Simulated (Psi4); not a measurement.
Psi4 1.11, PBE/def2-svp: Mo(O)2(Me)(OSiH3) ([CH3][Mo](=[O])(=[O])[O][SiH3]), 12 atoms. The geometry is a generated start, not checked to be a minimum at this level.

| Item | Result |
|---|---|
| task | energy |
| method | pbe |
| basis | def2-svp |
| memory | 3 GB |
| maxiter | 100 |
| keys of the molecule block | symmetry c1 |
| scf_type | df (default) |
| guess | auto, which took SAD (default) |
| scf_initial_accelerator | adiis (default) |
| e_convergence | 1e-06 (default) |
| d_convergence | 1e-06 (default) |
| dft_radial_points | 75 (default) |
| dft_spherical_points | 302 (default) |
| effective core potentials | those of the basis set, past Kr |
| basis functions | 135 |
| grid points | 258358 |

```xyz
12

Mo     0.6479    -0.2933     1.0981
O      2.2302     0.0911     1.2512
O     -0.1199    -0.9316     2.3931
C     -0.1819     1.6923     1.1776
H     -0.7013     1.8944     2.1215
H     -0.9180     1.8095     0.3645
H      0.5798     2.4702     1.0536
O      0.1111    -0.8135    -0.4958
Si    -0.3265    -1.3835    -1.9613
H     -1.5892    -2.1150    -1.7903
H      0.7699    -2.2422    -2.4200
H     -0.5022    -0.1786    -2.7922
```

Charge 0 and multiplicity 1 are set for this test and not shown to be the ground state.

One run each on 2 threads. Values of diis_max_vecs tried: 3, 6, 10 (default), 20.

Q: Predict the course of the SCF iterations along this series.

A: Fewest SCF iterations, within one of each other: 10 (default) with 12, 20 with 13. The count rises to 14 at 6. The run ends without SCF convergence in 100 iterations at 3.

```json
[
 {"diis_max_vecs": "3", "SCF iterations": "100", "end": "no convergence"},
 {"diis_max_vecs": "6", "SCF iterations": "14", "end": "same solution"},
 {"diis_max_vecs": "10 (default)", "SCF iterations": "12", "end": "same solution"},
 {"diis_max_vecs": "20", "SCF iterations": "13", "end": "same solution"}
]
```
